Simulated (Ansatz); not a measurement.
Some atoms of an NVE trajectory of Al (fcc), cell Al32, started from the crystal, held near 4 GPa [in the run: it stayed crystalline; mean temperature 292 K (target 300 K); density 2.86 g/cm³, volume -6 % from the start crystal's]; time step 2.0 fs, velocity Verlet. Calculation: r2SCAN (plane waves, PAW; Ansatz, a first-principles code). On the run's last frame a denser k-mesh moved the forces by 0.062 eV/Å rms, the static pressure by -0.58 GPa and the free energy by -63 meV/atom, which is about how far such values are converged.

| atom | mass (u) | x y z (Å) | v (Å/fs) | F (eV/Å) |
|---|---|---|---|---|
| Al1 | 26.982 | -0.25140 0.04598 -0.11715 | 0.000435 0.000870 0.003488 | 0.2426 -0.1244 -0.2555 |
| Al4 | 26.982 | 1.79111 2.08027 -0.33769 | -0.002387 -0.000499 -0.002683 | -0.2051 -0.5772 1.0477 |
| Al22 | 26.982 | 3.66292 2.01119 5.77943 | 0.002233 -0.005128 -0.000534 | 0.2870 -0.0654 -0.0623 |
| Al23 | 26.982 | 5.65636 0.03019 5.84314 | 0.001520 0.000359 0.000172 | 0.1039 0.0418 -0.1547 |
| Al25 | 26.982 | 3.69127 4.08085 -0.11180 | -0.002877 0.000199 0.002447 | 0.2125 -0.4420 -0.1743 |
| Al32 | 26.982 | 5.72530 5.87854 3.84507 | -0.002029 0.003169 0.002428 | -0.5379 0.4854 -0.0969 |

**Question.** Give their positions one step later.

**Answer.** x' = x + vΔt + FΔt²/(2m), with 1 eV/(Å·u) = 0.0096485 Å/fs².
```
atom               x' y' z' (Å)
----  -------------------------
Al1   -0.25035 0.04763 -0.11036
Al4    1.78619 2.07885 -0.34231
Al22    3.66759 2.00089 5.77832
Al23    5.65948 0.03094 5.84338
Al25   3.68566 4.08093 -0.10703
Al32    5.72086 5.88523 3.84986
```
